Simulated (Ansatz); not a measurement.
The starting structures come from a database of crystals and need not be the phases stable at ambient conditions.

**Evanescent states of Cs2ZrF6 (P-3m1, 9 atoms a cell, 19.5 Å³ an atom) along the normal of (110)**

Computed with r2SCAN (plane waves, PAW; Ansatz, an electronic-structure program).

No gap correction and no spin-orbit coupling; mid-gap is the computed energy nearest the middle.

Energies count from the valence-band top; κ is the least over a 6×4 mesh across the current.

```json
[
 {"E (eV)": "0.17", "κ (1/Å)": "0.296", "where": "Γ"},
 {"E (eV)": "0.51", "κ (1/Å)": "0.366", "where": "Γ"},
 {"E (eV)": "0.85", "κ (1/Å)": "0.412", "where": "Γ"},
 {"E (eV)": "1.19", "κ (1/Å)": "0.446", "where": "Γ"},
 {"E (eV)": "1.53", "κ (1/Å)": "0.470", "where": "Γ"},
 {"E (eV)": "1.87", "κ (1/Å)": "(withheld)", "where": "Γ"},
 {"E (eV)": "2.21", "κ (1/Å)": "(withheld)", "where": "Γ"},
 {"E (eV)": "2.55", "κ (1/Å)": "(withheld)", "where": "Γ"},
 {"E (eV)": "2.89", "κ (1/Å)": "(withheld)", "where": "Γ"},
 {"E (eV)": "3.23", "κ (1/Å)": "(withheld)", "where": "Γ"},
 {"E (eV)": "3.57", "κ (1/Å)": "(withheld)", "where": "Γ"},
 {"E (eV)": "3.91", "κ (1/Å)": "(withheld)", "where": "Γ"},
 {"E (eV)": "4.25", "κ (1/Å)": "(withheld)", "where": "Γ"},
 {"E (eV)": "4.59", "κ (1/Å)": "(withheld)", "where": "Γ"},
 {"E (eV)": "4.93", "κ (1/Å)": "(withheld)", "where": "Γ"},
 {"E (eV)": "5.27", "κ (1/Å)": "(withheld)", "where": "Γ"},
 {"E (eV)": "5.61", "κ (1/Å)": "(withheld)", "where": "Γ"},
 {"E (eV)": "5.95", "κ (1/Å)": "(withheld)", "where": "Γ"},
 {"E (eV)": "6.29", "κ (1/Å)": "0.447", "where": "Γ"},
 {"E (eV)": "6.63", "κ (1/Å)": "0.423", "where": "Γ"},
 {"E (eV)": "6.97", "κ (1/Å)": "0.393", "where": "Γ"},
 {"E (eV)": "7.31", "κ (1/Å)": "0.352", "where": "Γ"},
 {"E (eV)": "7.65", "κ (1/Å)": "0.136", "where": "Γ"}
]
```

Complete the blanks.


- 1.87, κ (1/Å): 0.489
- 2.21, κ (1/Å): 0.503
- 2.55, κ (1/Å): 0.514
- 2.89, κ (1/Å): 0.521
- 3.23, κ (1/Å): 0.525
- 3.57, κ (1/Å): 0.526
- 3.91, κ (1/Å): 0.525
- 4.25, κ (1/Å): 0.522
- 4.59, κ (1/Å): 0.516
- 4.93, κ (1/Å): 0.508
- 5.27, κ (1/Å): 0.497
- 5.61, κ (1/Å): 0.484
- 5.95, κ (1/Å): 0.467
